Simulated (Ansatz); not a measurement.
Hf interstitial in monoclinic HfO2: one set of geometries, relaxed with PBE, evaluated in Ansatz (PAW, plane waves to 420 eV, 500 eV under r2SCAN) with PBE, r2SCAN.

Details: 96-site cell; 2×2×2 shifted k-points; start: void with 2O nearest, no. 2; charged states image-corrected; no spin–orbit coupling; corrections pass 1 eV, so highly charged states may be off by several tenths; relaxed from one start, so a lower configuration may exist; flagged in the runs: a doubtful potential alignment, a host whose relaxation on this sampling wasn't shown to rest, a strain field that reaches the edge of the cell.

```csv
quantity,PBE,r2SCAN
host gap (eV),4.04,4.54
ε(+4/+3) above the VBM (eV),2.33,2.64
ε(+1/0) above the VBM (eV),3.51,4.05
largest moment on one atom at charge +3 (μB),0.15,0.16
largest moment on one atom at charge +1 (μB),0.13,0.14
neutral formation energy against hcp Hf (eV),5.33,5.22
```

PBE narrows the gap by 0.50 eV against r2SCAN, the highest level run, and puts the levels 0.43 eV lower above the valence-band maximum on average.

Ansatz is a quantum-chemistry and plane-wave program.
